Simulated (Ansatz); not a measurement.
Consider ZnSe in the zinc blende structure (space group F-43m, No. 216; a = 5.665 Å). Axes: x, y, z lie along the cube axes.

Now apply this change: uniaxial strain ε_zz = −3.34 %, all other strain components held at zero, atoms relaxed at fixed cell.

Levels (all Ansatz, an electronic-structure program, PAW): r2SCAN (500 eV, no spin-orbit coupling); HSE06+SOC (420 eV, spin-orbit coupling included).

The geometry is relaxed with r2SCAN.

```
Item                                         Result
----------------------------  ---------------------
r2SCAN valence-band top at Γ  0.00, -0.12, -0.12 eV
r2SCAN band gap                             1.93 eV
```

Task: How does going to HSE06+SOC change the valence-band top at Γ and band gap?

Result: The valence-band top at Γ (three highest Kramers pairs, from the VBM) goes from 0.00, -0.12, -0.12 eV to 0.00, -0.09, -0.49 eV; the band gap rises by 0.45 eV to 2.38 eV.

Single points use the geometry relaxed with r2SCAN. Differences between runs with and without spin-orbit coupling are approximate. Stability against distortions was not tested.
